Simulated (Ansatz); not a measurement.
```xyz
10
Lattice="0.0000 5.5431 5.5431 5.5431 0.0000 5.5431 5.5431 5.5431 0.0000" Properties=species:S:1:pos:R:3 pbc="T T T"
K      5.5431     5.5431     5.5431
Cs     8.3146     8.3146     8.3146
Cs     2.7715     2.7715     2.7715
Y      0.0000     0.0000     0.0000
Cl     2.6023     5.5431     5.5431
Cl     8.4838     5.5431     5.5431
Cl     5.5431     2.6023     5.5431
Cl     5.5431     8.4838     5.5431
Cl     5.5431     5.5431     2.6023
Cl     5.5431     5.5431     8.4838
```

The cell is a database entry relaxed within its symmetry; it need not be the phase found at ambient conditions. Dynamical quadrupoles are not included in the interpolation of the phonons between the solved wave vectors.

Q: Is this relaxed cell dynamically stable according to harmonic phonons (finite displacements on a 2×2×2 mesh, Ansatz, a quantum-chemistry and plane-wave program, PBEsol functional, plane-wave PAW, k mesh 4×4×4)? If not, where is the strongest instability?

A: No. The softest mode is 46i cm⁻¹ at q = (0.000, 0.000, 0.000) in fractions of the reciprocal vectors of this cell, and 8 of the 8 wave vectors of the mesh carry a mode beyond 15i cm⁻¹.

The PAW data sets were generated under PBE and serve the other functionals too.
